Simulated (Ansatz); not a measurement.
Stishovite (SiO2), treated with r²SCAN in Ansatz (PAW).

Numerical settings: plane-wave cutoff 560 eV, 8×8×12 k mesh (along the axes of the cell as run), Fermi–Dirac smearing 0.01 eV, scalar-relativistic PAW data made under PBE.

Cell (measured lattice):

```
O2Si
1.0
    4.17900     0.00000     0.00000
    0.00000     4.17900     0.00000
    0.00000     0.00000     2.66490
Si O
2 4
Direct
  0.00000   0.00000   0.00000
  0.50000   0.50000   0.50000
  0.30566   0.30566   0.00000
  0.80566   0.19434   0.50000
  0.19434   0.80566   0.50000
  0.69434   0.69434   0.00000
```

Task: Estimate the band gap that the calculation returns.

Result: 
band gap: 6.58 eV (direct)

Note: cell and atoms aren't relaxed at this level (largest force component 0.04 eV/Å, pressure 1.2 GPa).

The computed numbers hold no vibrational or temperature effects.

Ansatz is a quantum-chemistry and plane-wave program.
